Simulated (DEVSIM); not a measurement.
## Schottky contact on p-type GaAs

System: Schottky contact on p-type GaAs, at 300 K.

| layer (left to right) | material | thickness (μm) | Na (cm⁻³) | τn (s) | τp (s) |
|---|---|---|---|---|---|
| 1 | GaAs | 3.70 | 2.9e16 | 9.4e-10 | 9.4e-10 |

Left contact: Schottky, work function 4.504 eV, emission velocity 1.8e6 cm/s. Right contact: ohmic. Voltage is applied to the left contact. Recombination: SRH at mid-gap, radiative, Auger. Mobility is μmin + (μ − μmin)/(1 + (N/Nref)^α).

The device is made up for the run: typed textbook-type constants, with dimensions and the other settings drawn at random. Values at 300 K.

```csv
parameter,GaAs
gap (eV),1.424
affinity (eV),4.07
permittivity,12.9
Nc (cm⁻³),4.7e17
Nv (cm⁻³),9e18
μn (cm²/Vs),8500
μp (cm²/Vs),400
"μn,min",500
"μp,min",20
"Nref,n",6e16
"Nref,p",1.5e17
αn,0.39
αp,0.38
B (cm³/s),2e-10
Cn (cm⁶/s),1e-30
Cp (cm⁶/s),1e-30
```

Simulated with DEVSIM: 1D drift-diffusion, Boltzmann statistics, complete ionisation; no tunnelling, impact ionisation, image-force lowering or self-heating. Metal contacts follow the ideal Schottky-Mott rule: no Fermi-level pinning, no interface dipoles.

```yaml
potential_step_across_the_device_at_zero_bias: 0.842 V
largest_field_in_the_device_at_zero_bias: 81000 V/cm
Dark forward voltage at 1 A/cm²: 0.613 V
Dark forward voltage at 100 A/cm²: 0.766 V
```

Small-signal capacitance in reverse bias (quasi-static):

```csv
V (V),C (nF/cm²)
0.2,51.1
0.5,44.9
1,38.2
1.5,33.9
2,30.7
3,26.4
4,23.5
5,21.4
6.5,19.0
8,17.4
10,15.7
```

Dark reverse current:

```json
[
 {"V (V)": "0.20", "J (A/cm²)": "6.7e-10"},
 {"V (V)": "0.50", "J (A/cm²)": "1.3e-9"},
 {"V (V)": "1.00", "J (A/cm²)": "2.3e-9"},
 {"V (V)": "1.50", "J (A/cm²)": "3.0e-9"},
 {"V (V)": "2.00", "J (A/cm²)": "3.7e-9"},
 {"V (V)": "3.00", "J (A/cm²)": "4.9e-9"},
 {"V (V)": "4.00", "J (A/cm²)": "6.0e-9"},
 {"V (V)": "5.00", "J (A/cm²)": "6.9e-9"},
 {"V (V)": "6.50", "J (A/cm²)": "8.2e-9"},
 {"V (V)": "8.00", "J (A/cm²)": "9.3e-9"},
 {"V (V)": "10.00", "J (A/cm²)": "1.1e-8"}
]
```
